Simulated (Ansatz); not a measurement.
Start from CsPbBr$_{3}$ in the cubic perovskite structure (space group Pm-3m, No. 221; a = 5.7702 Å). Axes: x, y, z lie along the cube axes.

Method: Kohn–Sham DFT with the LDA functional, run in Ansatz (a program for electronic structure) with PAW and 420 eV plane waves, without spin-orbit coupling.

Base values:

- Valley order = R along ⟨111⟩ 1.17 eV; Γ 2.42 eV

Modification: tensile biaxial strain of 2.50 % in the plane normal to [111], as in epitaxy on a mismatched substrate; the out-of-plane cell vector and the atoms relax.

Task: How does this affect the valley order?

Result: The valley order (the lowest conduction-band minima on the path, energy above the VBM, named in the base's zone) changes from R along ⟨111⟩ 1.17 eV; Γ 2.42 eV to R along [111] 1.08 eV; M along [110] 1.79 eV; Γ 2.51 eV.

Spin-orbit coupling, missing from the scalar runs, can matter with Pb. The levels and masses belong to the bands next to the band gap. Whether these cells are dynamically stable was not tested. Many cubic perovskites are stable only at high temperature; tilts and polar distortions were not tested. This is not the structure that CsPbBr3 has at room temperature and ambient pressure.
